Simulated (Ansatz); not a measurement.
## ZnS (space group P4_2/mnm, No. 136; a hypothetical phase, not in the database extracts checked)

```
ZnS
1.0
    6.62985     0.00000     0.00000
    0.00000     6.62985     0.00000
    0.00000     0.00000     3.86129
Zn S
4 4
Direct
  0.32483   0.67517   0.00000
  0.67517   0.32483   0.00000
  0.82483   0.82483   0.50000
  0.17517   0.17517   0.50000
  0.31428   0.31428   0.00000
  0.68572   0.68572   0.00000
  0.18572   0.81428   0.50000
  0.81428   0.18572   0.50000
```

The values are results of PBE, PAW, 420 eV (Ansatz, a quantum-chemistry and plane-wave program; scalar-relativistic without spin-orbit coupling), not measurements. Γ-centred 5×5×9 mesh, Fermi–Dirac width 0.05 eV.

```yaml
volume_per_atom: 21.22 Å³
density: 3.81 g/cm³
band_gap: 2.17 eV, direct at Γ
electron_mass: 0.17 mₑ along c, 0.19 mₑ across
total_energy: -2111.326 eV/atom (σ→0; compares only within this code and set-up)
```

Masses are band curvatures over ±0.01 Å⁻¹ around the edge. Whether these cells are dynamically stable was not tested.
